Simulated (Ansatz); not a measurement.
# Refining one setting for the (110) slab of Ta (cut from a parent of space group no. 229; 6 atoms in the cell)

```xyz
6
Lattice="3.3916 0.0000 0.0000 0.0000 4.7965 0.0000 0.0000 0.0000 16.6808" Properties=species:S:1:pos:R:3 pbc="T T T"
Ta     0.0000     3.5973     6.0000
Ta     1.6958     1.1991     6.0000
Ta     0.0000     1.1991     8.3404
Ta     1.6958     3.5973     8.3404
Ta     0.0000     3.5973    10.6808
Ta     1.6958     1.1991    10.6808
```

Level of theory: PBEsol, default PAW files made with PBE (plane waves; Ansatz, a program for electronic structure).

The starting cell comes from a database of computed structures (which also holds hypothetical and non-ambient phases and stackings), without a prior relaxation at this level. The slab is cut from that crystal, and its faces are unrelaxed. Its lattice was rescaled in the plane by a random factor within 2.5 % of one. Spin polarisation is off. In the base run, forces exceed 1 eV/Å.

Held fixed: basis.ecutwfc = 420 eV; kpoints.mp_grid.grid = 8 6 1; hamiltonian.xc = pbesol; hamiltonian.pseudopotentials = {kind: paw} (the program's default PAW files); scf.occupations.method = gaussian; scf.occupations.width = 0.1 eV; efield.axis = 3; efield.dipole_correction = true.

ΔF is the free energy per atom less that of the last row (28.0).

The series runs over vacuum between outermost atoms (Å) = 3.0; 4.0; 5.0; 6.0; 8.0; 10.0; 12.0; 15.0; 18.0; 22.0; 28.0.

Q: From which setting on does the largest force stay within 0.02 eV/Å of the last one?

A: From vacuum between outermost atoms (Å) = 8.0 on; the one before it is off by 0.085 eV/Å. The value it settles on is 1.124 eV/Å at this level of theory and with the other settings as held.

Q: From which setting on does the energy stay within 2 meV/atom of the last one?

A: From vacuum between outermost atoms (Å) = 8.0 on; the one before it is off by 22 meV/atom.

```json
[
 {"vacuum between outermost atoms (Å)": "3.0", "ΔF (meV/atom)": "-546.5", "largest force (eV/Å)": "0.569", "plane waves": "2431", "iterations": "9"},
 {"vacuum between outermost atoms (Å)": "4.0", "ΔF (meV/atom)": "-252.8", "largest force (eV/Å)": "0.312", "plane waves": "2771", "iterations": "11"},
 {"vacuum between outermost atoms (Å)": "5.0", "ΔF (meV/atom)": "-79.2", "largest force (eV/Å)": "0.851", "plane waves": "3083", "iterations": "7"},
 {"vacuum between outermost atoms (Å)": "6.0", "ΔF (meV/atom)": "-21.9", "largest force (eV/Å)": "1.039", "plane waves": "3397", "iterations": "7"},
 {"vacuum between outermost atoms (Å)": "8.0", "ΔF (meV/atom)": "-1.77", "largest force (eV/Å)": "1.117", "plane waves": "4033", "iterations": "7"},
 {"vacuum between outermost atoms (Å)": "10.0", "ΔF (meV/atom)": "-0.18", "largest force (eV/Å)": "1.124", "plane waves": "4663", "iterations": "7"},
 {"vacuum between outermost atoms (Å)": "12.0", "ΔF (meV/atom)": "-0.02", "largest force (eV/Å)": "1.124", "plane waves": "5301", "iterations": "7"},
 {"vacuum between outermost atoms (Å)": "15.0", "ΔF (meV/atom)": "0.00", "largest force (eV/Å)": "1.124", "plane waves": "6243", "iterations": "7"},
 {"vacuum between outermost atoms (Å)": "18.0", "ΔF (meV/atom)": "0.01", "largest force (eV/Å)": "1.125", "plane waves": "7209", "iterations": "7"},
 {"vacuum between outermost atoms (Å)": "22.0", "ΔF (meV/atom)": "-0.01", "largest force (eV/Å)": "1.124", "plane waves": "8451", "iterations": "7"},
 {"vacuum between outermost atoms (Å)": "28.0", "ΔF (meV/atom)": "0.00", "largest force (eV/Å)": "1.124", "plane waves": "10355", "iterations": "7"}
]
```

Left out of this page: 1 run of the series outside the window shown, repeating another row's setting, or not comparable.

Keys are those of Ansatz 0.2.
